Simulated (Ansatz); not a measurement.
We consider P (model structure, started from the lonsdaleite type, P6₃/mmc, No. 194, 4 atoms in the cell), described by r²SCAN+rVV10 in Ansatz (PAW).

Run with plane-wave cutoff 560 eV, 18×18×10 k mesh (along the axes of the cell as run), Fermi–Dirac smearing 0.05 eV, scalar-relativistic PAW data made under PBE.

Cell (relaxed at this level):

```
CELL_PARAMETERS angstrom
      3.26173     0.00000     0.00000
     -1.63087     2.82474     0.00000
      0.00000     0.00000    10.68611
ATOMIC_POSITIONS crystal
  P  0.33333 0.66667 0.05747
  P  0.66667 0.33333 0.55747
  P  0.66667 0.33333 0.94253
  P  0.33333 0.66667 0.44253
```

Task: Predict the band gap and direct gap at Γ.

Result: 
- band gap: 1.29 eV (on the SCF k mesh)
- direct gap at Γ: 3.67 eV

Note: the relaxation could raise the start's symmetry but not lower it, so the cell can be a saddle point.

Computed values are for the static lattice.

Cost on a shared machine: roughly 11 core-minutes.

A model structure was made by putting elements into a prototype or built by hand; it is no filed structure, need not be a known phase, and can be a saddle point held by its symmetry.

Ansatz is a program for electronic structure.
